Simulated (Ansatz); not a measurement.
The reference is Se (space group P3_121, No. 152; a = 4.529 Å, c = 5.042 Å; made of chains). Axes: x lies along a and z along c of the hexagonal cell.

(Cell as relaxed with PBE.)

Levels (all Ansatz, a first-principles code, PAW, earlier PAW set): PBE (420 eV, scalar-relativistic without spin-orbit coupling); r2SCAN (500 eV, no spin-orbit coupling).

Each level relaxes its own structure.

```csv
base,PBE,r2SCAN
volume per atom,29.86 Å³,29.25 Å³
lattice parameter a,4.529 Å,4.507 Å
band gap,1.04 eV,1.33 eV
```

Modification: uniaxial stress, 0.5 GPa tension along z, with the cell and atoms free to relax against it.

| quantity | PBE | r2SCAN |
|---|---|---|
| volume per atom | 29.58 Å³ | (withheld) |
| electron mass | 0.15 mₑ along z, 0.33 mₑ across (at H) | (withheld) |

Question: Given the PBE results, estimate those of r2SCAN.

Answer: 
- volume per atom, r2SCAN: 29.14 Å³
- electron mass, r2SCAN: 0.17 mₑ along z, 0.41 mₑ across (at H)

PBE's volume per atom lies 0.44 Å³ above r2SCAN's (1.5 %). Neither level is exact; r2SCAN is the comparison here, not a measurement.

Load acts through the strain it causes; cell and atoms are relaxed under it. Masses are band curvatures over ±0.01 Å⁻¹ around the edge. Beyond what the load breaks, stability against distortions was not tested. No dispersion term is included, though the crystal is made of layers, chains or molecules, so its spacings can come out too wide.
